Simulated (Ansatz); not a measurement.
## Several settings converged on CaIr₂ (R3m, 6 atoms in the cell)

```
CELL_PARAMETERS angstrom
      0.00000     3.79002     3.79002
      3.79002     0.00000     3.79002
      3.79002     3.79002     0.00000
ATOMIC_POSITIONS crystal
  Ca 0.25381 0.25381 0.25381
  Ca 0.00000 0.00000 0.00000
  Ir 0.62500 0.62500 0.62500
  Ir 0.12500 0.62500 0.62500
  Ir 0.62500 0.62500 0.12500
  Ir 0.62500 0.12500 0.62500
```

Base method: PBEsol, default PAW files made with PBE (plane waves; Ansatz, a quantum-chemistry and plane-wave program).

Base settings: basis.ecutwfc = 30.9 Ry; kpoints.mp_grid.grid = 8 8 8; hamiltonian.xc = pbesol; hamiltonian.pseudopotentials = {kind: paw} (the program's default PAW files); scf.occupations.method = fermi_dirac; scf.occupations.width = 0.0073 Ry.

The count of work is k-points × plane waves × bands × iterations; it is no time. Core times come from one kind of shared machine, to one figure; runs under 30 s give none.

**Shifted k-point meshes**

In this ladder: kpoints.mp_grid.shift = 0.5 0.5 0.5.

Only quantities that move along the ladder and can be compared are tabulated.

| kpoints.mp_grid.grid | free energy less the last step's (meV/atom) | pressure (GPa) | largest difference of a force vector from the last step's (eV/Å) | count of work / last | core time / last (rough) |
|---|---|---|---|---|---|
| 2 2 2 | 18.89 | -5.86 | 0.121 | 0.0023 | – |
| 3 3 3 | -1.14 | -6.27 | 0.057 | 0.0069 | – |
| 4 4 4 | 0.41 | -6.18 | 0.001 | 0.012 | – |
| 6 6 6 | -0.24 | -6.20 | 0.001 | 0.032 | – |
| 8 8 8 | 0.02 | -6.19 | 0.001 | 0.069 | – |
| 10 10 10 | 0.01 | -6.19 | 0.000 | 0.13 | 0.1 |
| 12 12 12 | 0.00 | -6.19 | 0.000 | 0.21 | 0.2 |
| 15 15 15 | 0.00 | -6.19 | 0.000 | 0.40 | 0.4 |
| 20 20 20 | 0.00 | -6.19 | 0.000 | 1.0 | 1 |

Coarsest kpoints.mp_grid.grid that holds the forces within 0.01 eV/Å of the last step, with all finer ones: 4 4 4, at 0.012 of the last step's count of work; the step before is off by 0.057 eV/Å.

Coarsest kpoints.mp_grid.grid that holds the free energy within 0.5 meV/atom of the last step, with all finer ones: 4 4 4, at 0.012 of the last step's count of work; the step before is off by 1.1 meV/atom.

Coarsest kpoints.mp_grid.grid that holds the pressure within 0.1 GPa of the last step, with all finer ones: 3 3 3, at 0.0069 of the last step's count of work; the step before is off by 0.33 GPa.

**The k-point mesh at a smearing width of 0.3 eV**

In this ladder: scf.occupations.width = 0.022 Ry.

Only quantities that move along the ladder and can be compared are tabulated.

| kpoints.mp_grid.grid | free energy less the last step's (meV/atom) | pressure (GPa) | count of work / last | core time / last (rough) |
|---|---|---|---|---|
| 3 3 3 | -7.66 | -4.40 | 0.010 | – |
| 4 4 4 | 10.54 | -4.64 | 0.022 | – |
| 5 5 5 | 1.59 | -4.86 | 0.033 | – |
| 6 6 6 | -0.66 | -4.87 | 0.055 | – |
| 7 7 7 | -0.26 | -4.85 | 0.076 | – |
| 8 8 8 | -0.01 | -4.84 | 0.11 | – |
| 10 10 10 | 0.01 | -4.84 | 0.20 | 0.2 |
| 15 15 15 | 0.00 | -4.84 | 0.59 | 0.6 |
| 18 18 18 | 0.00 | -4.84 | 1.0 | 1 |

Coarsest kpoints.mp_grid.grid that holds the free energy within 1 meV/atom of the last step, with all finer ones: 6 6 6, at 0.055 of the last step's count of work; the step before is off by 1.6 meV/atom.

Coarsest kpoints.mp_grid.grid that holds the pressure within 0.1 GPa of the last step, with all finer ones: 5 5 5, at 0.033 of the last step's count of work; the step before is off by 0.20 GPa.

**The width of Methfessel-Paxton smearing**

In this ladder: kpoints.mp_grid.grid = 13 13 13; scf.occupations.method = methfessel_paxton.

Narrow widths need finer meshes than wide ones, so the last steps can hold mesh noise.

Only quantities that move along the ladder and can be compared are tabulated; pressure and forces are left out, as mesh noise rules them at narrow widths.

```tsv
scf.occupations.width	free energy less the last step's (meV/atom)	core time / last (rough)
0.0735 Ry	-3.90	1
0.0367 Ry	-1.11	1
0.022 Ry	-1.07	1
0.0147 Ry	-0.96	1
0.0073 Ry	-0.25	1
0.0037 Ry	0.00	1
```

State of the free energy at the end of the ladder: still drifting one way, by 0.96 meV/atom over the last two steps, so the last step is no safe reference.

On the base run: the starting cell comes from a database of computed structures (which also holds hypothetical and non-ambient phases and stackings), without a prior relaxation at this level. Its lattice was rescaled by up to half a per cent. One atom was moved a little off its site on purpose. Spin polarisation is off. In the base run, with a pressure of about -6 GPa the cell is away from its equilibrium volume at this level. Ansatz's pressure includes its estimate of the finite-basis (Pulay) stress.

Left out of this page: 2 runs of the series outside the window shown, repeating another row's setting, or not comparable.

Keys are those of Ansatz 0.2.
